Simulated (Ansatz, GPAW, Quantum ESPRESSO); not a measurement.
One structure in several programs: IrOs (P-6m2, 2 atoms in the cell)

Self-consistent single point.

```xyz
2
Lattice="2.8081 0.0000 0.0000 -1.4040 2.4319 0.0000 0.0000 0.0000 4.4634" Properties=species:S:1:pos:R:3 pbc="T T T"
Os     0.0000     1.6213     0.0000
Ir     1.4040     0.8106     2.2317
```

Shared settings, as Ansatz (a first-principles code) writes them: kpoints.mp_grid.grid = 5 5 3; scf.occupations.method = fermi_dirac; scf.occupations.width = 0.1 eV. Potentials and cutoffs stand in the table.

```csv
code,model,pressure (GPa),cutoff
GPAW,"PBEsol, GPAW PAW datasets PBEsol (made by gpaw-setup)",-30.32,550 eV
Ansatz,"PBEsol, PAW files made with PBE",-29.03,420 eV
Quantum ESPRESSO,"PBEsol, GBRV 1.5 ultrasoft (PBESOL) pseudopotentials",-29.49,40 Ry
```

On Ansatz's run: spin-orbit coupling is off. Spin polarisation is off.

The spread over the programs that give each value: pressure within 1.29 GPa.

Ansatz's pressure is given at a fixed set of plane waves, as the other plane-wave codes print theirs; with its correction for the finite basis it is -28.96 GPa.

On the base mesh (13 13 8) the same programs gave: Ansatz pressure -28.50 GPa; Quantum ESPRESSO pressure -28.98 GPa; GPAW pressure -29.79 GPa.

The values differ from the base mesh's, so the mesh still matters here: the table compares the programs at equal settings.

The starting cell comes from a database of computed structures (which also holds hypothetical and non-ambient phases and stackings), without a prior relaxation at this level. Its lattice was rescaled by a random factor within 2.5 % of one.

Left out of this page: ABINIT (with a known weakness of the program); CP2K (on another mesh); Elk and FLEUR (not drawn, or without a comparable value).

Keys are those of Ansatz 0.2.
